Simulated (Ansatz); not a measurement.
A constructed model of the (110) surface of bcc W, p(2x2) layer of Te, one a cell, on the site that continues the host's stacking (bottom of the slab: a bare face, its two planes held)

Computed with PBE (plane waves to 420 eV, PAW; Ansatz, a quantum-chemistry and plane-wave program).

Set-up: 25 atoms, 13.9 Å thick at the start with caps and adatoms (thin: gaps and levels are the slab's own); mesh 7x7x1; 0.1 eV smearing; dipole correction on; 8 atoms held, the rest relaxed; symmetry of the start imposed; no spin, no spin-orbit, no U. It is one candidate, not shown to be the stable structure of the face.

The work function of the top face is 4.27 eV and the energy released by relaxation is 1.17 eV. The cost is very roughly 30 core-minutes.
